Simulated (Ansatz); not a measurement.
Results of PBE+SOC (plane waves, PAW; Ansatz, a first-principles code) for SrInHO2 (model structure, started from the SrVO2H type, P4/mmm, No. 123, 5 atoms in the cell).

Settings: plane-wave cutoff 520 eV, 8×8×10 k mesh (along the axes of the cell as run), Fermi–Dirac smearing 0.01 eV, PAW data made under PBE.

Cell (relaxed with PBEsol):

```cif
data_HInO2Sr
_chemical_formula_sum 'Sr1 In1 O2 H1'
_space_group_name_H-M_alt 'P4/mmm'
_space_group_IT_number 123
_space_group_name_Hall '-P 4 2'
_cell_length_a 4.24641
_cell_length_b 4.24641
_cell_length_c 3.71758
_cell_angle_alpha 90.000
_cell_angle_beta 90.000
_cell_angle_gamma 90.000
loop_
_atom_site_label
_atom_site_type_symbol
_atom_site_symmetry_multiplicity
_atom_site_Wyckoff_symbol
_atom_site_fract_x
_atom_site_fract_y
_atom_site_fract_z
_atom_site_occupancy
Sr1 Sr 1 d 0.50000 0.50000 0.50000 1
In1 In 1 a 0.00000 0.00000 0.00000 1
O1 O 2 f 0.00000 0.50000 0.00000 1
H1 H 1 b 0.00000 0.00000 0.50000 1
```

**Question.** What does this level give for the band gap, smallest direct gap on the k points sampled and Γ–Γ gap?

**Answer.** 
- band gap: 0.93 eV (indirect)
- smallest direct gap on the k points sampled: 1.86 eV
- Γ–Γ gap: 5.07 eV

Note: the relaxation could raise the start's symmetry but not lower it, so the cell can be a saddle point; cell and atoms aren't relaxed at this level (pressure 4.4 GPa).

Static lattice: no zero-point or thermal effects.

Cost on a shared machine: very roughly 50 core-seconds.

A model structure was made by putting elements into a prototype or built by hand; it is no filed structure, need not be a known phase, and can be a saddle point held by its symmetry.
